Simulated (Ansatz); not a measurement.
Here is the system:

```
CELL_PARAMETERS angstrom
     10.62418     0.00000     0.00000
      0.00000     3.76090     0.00000
      0.00000     0.00000     3.75807
ATOMIC_POSITIONS crystal
  La 0.62525 0.75000 0.76124
  La 0.87475 0.25000 0.26124
  La 0.37475 0.25000 0.23876
  La 0.12525 0.75000 0.73876
  N  0.37487 0.75000 0.77697
  N  0.12513 0.25000 0.27697
  N  0.62513 0.25000 0.22303
  N  0.87487 0.75000 0.72303
```

No spin polarisation.

Hole doping at 7.0×10^21 cm⁻³ (1.05 per cell), with a uniform compensating background at fixed cell and a 300 K Fermi–Dirac width.

The values are results of DFT with PBE, PAW potentials and a 420 eV plane-wave cutoff in Ansatz (a program for electronic structure), no SOC, not measurements. Settings: 5×12×12 k-points, 0.0259 eV Fermi–Dirac smearing.

**Question.** Predict the gap between the host's bands and Fermi level from band edge.

**Answer.** 
- Gap between the host's bands: 0.25 eV
- Fermi level relative to the doped band's edge (positive inside the band; to 0.05 eV): +0.40 eV

Charged cell with a jellium background: band edges are those of the host's band count, energies are not comparable with the neutral cell, and many-body gap narrowing is missing. Stability against distortions was not tested. The cell was made from LaN (space group Pnma, No. 62; a hypothetical phase, not in the database extracts checked) by this change: holes 7.0×10^21 cm⁻³.
